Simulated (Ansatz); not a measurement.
## WSi2: pressure series

Start from WSi₂ (space group I4/mmm, No. 139; a = 3.229 Å, c = 7.867 Å).

Cell and atoms are relaxed at each pressure.

Level of theory: Kohn–Sham DFT with the PBE functional, run in Ansatz (a quantum-chemistry and plane-wave program) with PAW and 420 eV plane waves, no spin-orbit coupling.

```csv
pressure (GPa),volume per atom (Å³/atom)
-1,13.736
0,13.673
3,?
7,13.267
15,12.870
30,12.262
50,11.627
75,11.009
100,10.515
```

### Question
Fit the third-order Birch–Murnaghan form P(V) = (3B₀/2)[(V₀/V)^(7/3) − (V₀/V)^(5/3)]·[1 + (3/4)(B₀′ − 4)((V₀/V)^(2/3) − 1)] (squares taken in P) to the rows shown and predict the withheld row.

### Answer
Least squares on the printed values gives V₀ = 13.671 Å³/atom, B₀ = 220 GPa, B₀′ = 4.2; this predicts 13.491 Å³/atom, and the run gives 13.491 Å³/atom, in agreement.

Load acts through the strain it causes; cell and atoms are relaxed under it. Whether these cells are dynamically stable was not tested. No other phases were tried under pressure. The final runs are not spin-polarised.
